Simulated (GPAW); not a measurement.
Worked example: self-consistent single point of Rb3Ba (P1, 4 atoms in the cell) in GPAW.

Method: PBEsol, GPAW PAW datasets PBEsol (made by gpaw-setup) (plane waves; GPAW).

The change in words: atoms moved at random. Reference geometry:
```
Rb3Ba
1.0
    0.00000     5.46259     5.46259
    5.46259     0.00000     5.46259
    5.46259     5.46259     0.00000
Rb Ba
3 1
Direct
  0.25000   0.25000   0.25000
  0.75000   0.75000   0.75000
  0.50000   0.50000   0.50000
  0.00000   0.00000   0.00000
```

Reference input (self-consistent single point, DFT PBEsol, plane waves, GPAW PAW datasets PBEsol (made by gpaw-setup)): mode = pw; ecut = 600 eV; xc = PBEsol; kpts = 4 4 4; mesh shift (steps) = 0 0 0; occupations.name = fermi-dirac; occupations.width = 0.05 eV; nbands = -10; convergence.forces = 0.001 eV/Å; symmetry.symmorphic = false; symmetry.tolerance = 0.0005; maxiter = 120. This run's input differs from it in these lines:

```diff
@@ -8,6 +8,6 @@
                     [5.462594, 5.462594, 0.000000]],
-              scaled_positions=[[0.250000, 0.250000, 0.250000],
-                                [0.750000, 0.750000, 0.750000],
-                                [0.500000, 0.500000, 0.500000],
-                                [0.000000, 0.000000, 0.000000]],
+              scaled_positions=[[0.256892, 0.246720, 0.242855],
+                                [0.743048, 0.749395, 0.750379],
+                                [0.506233, 0.497339, 0.496912],
+                                [-0.006173, 0.006546, 0.009854]],
               pbc=True)
```

The program printed (abridged):

```
     iter     time        total  log10-change:
                         energy   eigst   dens  force
iter:   1 --:--:--    -5.060966
iter:   2 --:--:--    -5.036261   -1.76  -1.25
iter:   3 --:--:--    -4.438267   -1.71  -1.30
iter:   4 --:--:--    -4.442019   -2.84  -1.85
iter:   5 --:--:--    -4.447604c  -3.47  -1.91
iter:   6 --:--:--    -4.449070c  -3.49  -1.95
iter:   7 --:--:--    -4.443950c  -4.48  -2.20
iter:   8 --:--:--    -4.439114c  -4.19  -2.33
iter:   9 --:--:--    -4.438669c  -4.88  -2.86
iter:  10 --:--:--    -4.438792c  -5.91  -3.13
iter:  11 --:--:--    -4.438603c  -5.87  -3.13
iter:  12 --:--:--    -4.438590c  -6.88  -3.65
iter:  13 --:--:--    -4.438617c  -6.98  -3.76
iter:  14 --:--:--    -4.438615c  -8.65c -4.14c
iter:  15 --:--:--    -4.438610c  -8.18c -4.14c -3.03c
Converged after 15 iterations.

Dipole moment: (-6.290969, -1.420041, -0.169295) |e|*Ang

Energy contributions relative to reference atoms: (reference = -464349.523186)

Kinetic:         +3.474915
Potential:       -1.392789
External:        +0.000000
XC:              -6.390369
Entropy (-ST):   -0.055320
Local:           -0.102706
SIC:             +0.000000
--------------------------
Free energy:     -4.466269
Extrapolated:    -4.438610

Showing only first 2 kpts
 Kpt  Band  Eigenvalues  Occupancy
  0    16     -0.31681    2.00000
  0    17      2.39056    0.00016
  0    18      2.39368    0.00015
  0    19      2.45875    0.00004

  1    16     -0.01436    2.00000
  1    17      1.95992    0.60812
  1    18      2.38890    0.00016
  1    19      2.39107    0.00016

Fermi level: 1.91852

No gap
No difference between direct/indirect transitions
Energy (eV): -4.43861

Forces in eV/Ang:
  0 Rb    0.05138    0.00762   -0.00682
  1 Rb    0.01892    0.02678    0.02514
  2 Rb    0.00714   -0.01342   -0.01238
  3 Ba   -0.07605   -0.02091   -0.00602

Stress tensor:
     0.000684     0.000035     0.000026
     0.000035     0.000671    -0.000052
     0.000026    -0.000052     0.000664
Stress (GPa, Voigt): [ 0.1097  0.1075  0.1063 -0.0083  0.0042  0.0056]
```

The run converged in 15 iterations. GPAW prints stress with tension positive. Against the reference run the free energy goes up by 1.7 meV/atom, the pressure hardly changes (-0.12 to -0.11 GPa) and the largest force goes from 0.000 to 0.079 eV/Å.

The starting cell comes from a database of computed structures (which also holds hypothetical and non-ambient phases and stackings), without a prior relaxation at this level. Its lattice was rescaled by a random factor within 2.5 % of one. For this run, on top of that: atoms moved at random.

Cost on one core of a shared machine: roughly 2 min.
